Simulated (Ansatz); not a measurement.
W: stress against strain

W (bcc, Im-3m, 15.910 Å³/atom at rest, cube axes along x, y and z) under a strain ε along a cube axis (axis z), the other axes held. r2SCAN in Ansatz, a plane-wave DFT program (PAW, default set), 500 eV, 29×29×29 Γ-centred mesh, Fermi-Dirac smearing 0.10 eV; ions are relaxed within the symmetry of each cell. Stress is positive for a compressed cell.

Here s stands for strain and y for stress zz.

| strain (%) | stress zz (GPa) |
|---|---|
| -1.50 | 8.66 |
| -1.00 | 5.68 |
| -0.50 | 2.79 |
| 0.00 | 0.00 |
| 0.50 | -2.70 |
| 1.00 | -5.31 |
| 1.50 | -7.84 |
| 3.00 | ? |

Q: Using a straight line, estimate the missing y at s = 3.00 from the other rows, showing the fit.

A: Means: s 0, y 0.183. About the means, the sum of products is -38.485 and the sum of squares of s is 7.0000; the slope is their ratio. Least squares gives y = 0.183 - 5.4979·s. Residuals (row less fit): 0.230, -0.001, -0.142, -0.183, -0.134, 0.005, 0.224; standard error 0.187 (degrees of freedom: 5). The slope gives the elastic constant C11 = 550 ± 7 GPa. At the withheld row, y = 0.183 - 5.4979 × 3.0 = -16.311 GPa. The calculation gives -14.89 GPa, 1.421 GPa above the prediction (6.0 % of the range of y in the table). The row lies outside the fitted rows, so this is an extrapolation. From the scatter of the fitted rows alone, a prediction at this place has a standard error of 0.291 GPa, so the miss is 4.9 times that.

One order more, fitted to all 13 runs of the series, follows each within 0.02, so the miss is the next term of a smooth law. In a metal these values are sensitive to mesh and smearing; energies are taken to zero smearing, stresses follow the free energy. Rows are the converged runs of the series near zero and its far end; series whose fitted rows scatter by over a few per cent of the range, as at a crossing or softening among them, aren't shown in this form. Most that stay on the fit to the last digits aren't either.
